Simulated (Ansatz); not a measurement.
Base system: BP in the zinc blende structure (space group F-43m, No. 216; a = 4.537 Å). Axes: x, y, z lie along the cube axes.

Level of theory: plane-wave PAW DFT at the r2SCAN level (Ansatz, a quantum-chemistry and plane-wave program, 500 eV), no SOC.

For the base:

The valence-band top at Γ comes out as 0.00, 0.00, 0.00 eV, the band gap comes out as 1.41 eV and the shortest interatomic distance comes out as 3.712 bohr.

One thing is altered: compressive biaxial strain of 1.50 % in the plane normal to [001], as in epitaxy on a mismatched substrate; the out-of-plane cell vector and the atoms relax.

### Question
How does this affect the valence-band top at Γ?

### Answer
The valence-band top at Γ (three highest levels, from the VBM) goes from 0.00, 0.00, 0.00 eV to 0.00, 0.00, -0.23 eV.

### Question
What does the calculation give for the band gap after the change?

### Answer
The band gap decreases by 0.20 eV to 1.21 eV.

### Question
Predict the new shortest interatomic distance.

### Answer
The shortest interatomic distance decreases by 0.029 bohr (3.712 bohr → 3.683 bohr).

### Question
What does the calculation give for the out-of-plane strain after the change?

### Answer
The out-of-plane strain is +0.61 %.

No phonon test of stability was made.
